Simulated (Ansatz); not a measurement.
Effect of Lu → Li on Lu

Start from Lu in the hcp (Mg type) structure (space group P6_3/mmc, No. 194; a = 3.445 Å, c = 5.349 Å).

It is then changed as follows: every Lu is replaced by Li, then cell and atoms are relaxed.

Calculations: PBEsol (Ansatz, a first-principles code), no spin-orbit coupling. Settings: 17×17×10 k-points, 0.05 eV Fermi–Dirac smearing, for the changed cell.

```tsv
quantity	base	changed	shift
volume per atom	27.49 Å³	20.21 Å³	-7.28 Å³
density	10.57 g/cm³	0.57 g/cm³	-10.00 g/cm³
lattice parameter a	3.445 Å	3.063 Å	-0.382 Å
c/a ratio	1.553	1.624	+0.071
space group	P6_3/mmc (No. 194)	P6_3/mmc (No. 194)	–
shortest interatomic distance	3.333 Å	3.052 Å	-0.281 Å
band gap	zero	zero	–
```

Final structure:

```
CELL_PARAMETERS angstrom
      3.06349     0.00000     0.00000
     -1.53174     2.65306     0.00000
      0.00000     0.00000     4.97417
ATOMIC_POSITIONS crystal
  Li 0.33333 0.66667 0.75000
  Li 0.66667 0.33333 0.25000
```

Cost of the whole job for the changed cell (relaxation, final SCF and bands): roughly 21 core-seconds.

Whether these cells are dynamically stable was not tested. This is not the structure that Li has at room temperature and ambient pressure.
